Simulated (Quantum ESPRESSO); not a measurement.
A self-consistent single point of C (Fd-3m, 2 atoms in the cell) with Quantum ESPRESSO.

Method: PBE, SSSP 1.1.2 efficiency (PBE) pseudopotentials (plane waves; Quantum ESPRESSO).

```
C
1.0
   -1.75865     0.00000     1.75865
    0.00000     1.75865     1.75865
   -1.75865     1.75865     0.00000
C
2
Direct
  0.50000   0.50000   0.50000
  0.75000   0.75000   0.75000
```

Reference input (self-consistent single point, DFT, PBE, plane waves, SSSP 1.1.2 efficiency (PBE) pseudopotentials): ecutwfc = 45 Ry; ecutrho = 360 Ry; occupations = fixed; potentials = {C: C.pbe-n-kjpaw_psl.1.0.0.UPF}; K_POINTS = automatic 16 16 16 0 0 0; nbnd = 10; conv_thr = 1e-10 Ry. This run's input differs from it in these lines:

```diff
@@ -13,4 +13,4 @@
    ntyp = 1,
-   ecutwfc = 45,
-   ecutrho = 360,
+   ecutwfc = 90,
+   ecutrho = 720,
    occupations = 'fixed',
```

Output, abridged:

```
     Self-consistent Calculation

     iteration #  1     ecut=    90.00 Ry     beta= 0.70

     total energy              =     -36.85641648 Ry
     estimated scf accuracy    <       0.12801007 Ry

     iteration #  2     ecut=    90.00 Ry     beta= 0.70

     total energy              =     -36.86521711 Ry
     estimated scf accuracy    <       0.00250633 Ry

     iteration #  3     ecut=    90.00 Ry     beta= 0.70

     total energy              =     -36.86555576 Ry
     estimated scf accuracy    <       0.00006121 Ry

   [... 2 blocks of this kind left out ...]

     iteration #  6     ecut=    90.00 Ry     beta= 0.70

     total energy              =     -36.86556210 Ry
     estimated scf accuracy    <          3.1E-10 Ry

     iteration #  7     ecut=    90.00 Ry     beta= 0.70
     End of self-consistent calculation

     Number of k-points >= 100: set verbosity='high' to print the bands.

     highest occupied, lowest unoccupied level (ev):    14.1220   18.3636

!    total energy              =     -36.86556210 Ry
     estimated scf accuracy    <          1.9E-12 Ry

     convergence has been achieved in   7 iterations

     Forces acting on atoms (cartesian axes, Ry/au):

     atom    1 type  1   force =     0.00000000    0.00000000    0.00000000
     atom    2 type  1   force =    -0.00000000    0.00000000    0.00000000

     Total force =     0.000000     Total SCF correction =     0.000000

          total   stress  (Ry/bohr**3)                   (kbar)     P=      223.01
   0.00151602   0.00000000  -0.00000000          223.01        0.00       -0.00
   0.00000000   0.00151602   0.00000000            0.00      223.01        0.00
  -0.00000000   0.00000000   0.00151602           -0.00        0.00      223.01

   JOB DONE.
```

The run converged in 7 iterations. Against the reference run the free energy drops by 7.6 meV/atom, the pressure goes from 22.05 to 22.30 GPa and the gap on the mesh stays at 4.242 eV.

The starting cell comes from a database of computed structures (which also holds hypothetical and non-ambient phases and stackings), without a prior relaxation at this level. Its lattice was rescaled by a random factor within 2.5 % of one.
